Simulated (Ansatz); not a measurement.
Structures of equal composition on the (111) surface of germanium: Si on one of 1 atoms of the third shell, no caps; Si on all surface atoms, no caps; Si on all atoms bonded under the surface atoms, no caps. The slabs share one bottom face, and each structure is named by its start. These are constructed structures in small cells; real faces may alloy, dewet or reconstruct in larger ones, and not all known structures of the face are among them. Slabs of about 15 Å, Fermi-Dirac smearing of 0.025 eV. Bottom of the slabs: built like the top, H on every dangling bond, free. Relaxed from the named starts with such symmetry as they have, on meshes of like density; energies extrapolated to zero smearing; spin only where a row says so; no spin-orbit coupling, no U. Brackets mark spin-polarised runs, whose order is one that fits the cell.

Method: PBE (plane waves to 420 eV, PAW; Ansatz, a program for electronic structure).

Task: Rank these by energy per 1x1 cell (lowest first), as PBE gives it.

Result: Si on all atoms bonded under the surface atoms, no caps (0.000 eV [spin, 0.6 μB a cell], no gap on the mesh), Si on one of 1 atoms of the third shell, no caps (0.032 eV [spin, 0.7 μB a cell], no gap on the mesh), Si on all surface atoms, no caps (0.204 eV [spin, 0.7 μB a cell], no gap on the mesh)
